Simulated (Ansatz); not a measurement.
Base system: TiO (space group C2/m, No. 12).

```xyz
10
Lattice="4.6039 -2.0617 0.0000 4.6039 2.0617 0.0000 -1.7175 0.0000 5.4966" Properties=species:S:1:pos:R:3 pbc="T T T"
Ti     5.4484     0.0000     1.7811
Ti     2.0418     0.0000     3.7155
Ti     4.6957     0.0000     4.5645
Ti     2.7945     0.0000     0.9321
Ti    -0.8588     0.0000     2.7483
O      4.6039     0.0000     0.0000
O      7.3591     0.0000     0.9240
O      0.1311     0.0000     4.5727
O      6.5185     0.0000     3.6189
O      0.9717     0.0000     1.8777
```

Cartesian axes are those of the cell as printed.

Method: Ansatz (a first-principles code), PBEsol, PAW, cutoff 420 eV, no SOC.

Now apply this change: an isotropic linear strain of −1.76 %; the atoms relax in the strained cell.

Question: Predict the stress tensor and what it implies for the stiffness.

Answer: Stress of the strained cell less that of the base (GPa, compression positive):
```
   12.3     0.0    -0.4
    0.0    13.7     0.0
   -0.4     0.0    11.7
```

Then B = −ΔP/(ΔV/V₀) with ΔV/V₀ = -0.0519 gives secant stiffness values (nonlinear terms included at this strain): B (at held cell shape, above the free-shape value) ≈ 242 GPa.

As a check, the harmonic strain energy −½ V₀ Δσ:ε is 22 meV/atom; the computed energy rise is 20 meV/atom.

Whether these cells are dynamically stable was not tested. No Hubbard U is applied, and correlation can decide whether such a compound is a metal. The final runs are not spin-polarised.
